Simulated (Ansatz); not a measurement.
Cost and result by functional for the adsorption energy of OH on the 1x1 (0001) surface of corundum (cut with top plane Al), one in a 1x1 cell, started at the site 'over Al at depth 1.0 Å', in Ansatz (plane waves, PAW). Single points on the PBE structure, on one kind of machine; costs are rough ratios of the slab run's core time (references not counted) to the cheapest single point. r2SCAN's cost holds its higher cutoff (500 against 420 eV). Differences are taken against r2SCAN for comparison alone: no measured value is at hand, so the table doesn't rank accuracy. The points keep PBE's geometry, so the relaxation of a polaron and the settling of charge on one site are left out.

Host crystal: corundum, with a band gap (PBE, scalar-relativistic without spin-orbit coupling).

Model: 22-atom slab, 6.7 Å thick at the start under the adsorbate (thin: gaps and levels are the slab's own), 6x6x1 mesh, Fermi-Dirac 0.01 eV, dipole correction, 9 atoms held, the rest relaxed; no symmetry held; spin-polarised, ending with about 1.0 μB a cell, a value that depends on the mesh; orders that need a larger cell were not tried, no spin-orbit, no U, no dispersion correction. The slab shows no gap over 0.04 eV on its mesh. At the end it is bonded to Al. In PBE it is, or lies within 0.03 eV of, the lowest of the starts that converged. These notes are the PBE run's. r2SCAN: The program's check for a lower electronic state was not made. Adsorption energies are against H2O(g) − ½ H2(g). A negative adsorption energy means that the adsorbate is more stable on the surface than in its reference.

```
functional                     relative cost  adsorption energy (eV)  less r2SCAN (eV)
-----------------------------  -------------  ----------------------  ----------------
RPBE                                       1                    0.87             -0.12
r2SCAN                                     2                    0.99              0.00
PBE (the relaxed run's value)              –                    0.90             -0.10
```

The values span 0.12 eV, while the single points' costs differ by a factor of roughly 2. Differences are of unrounded values.

Ansatz is a first-principles code.
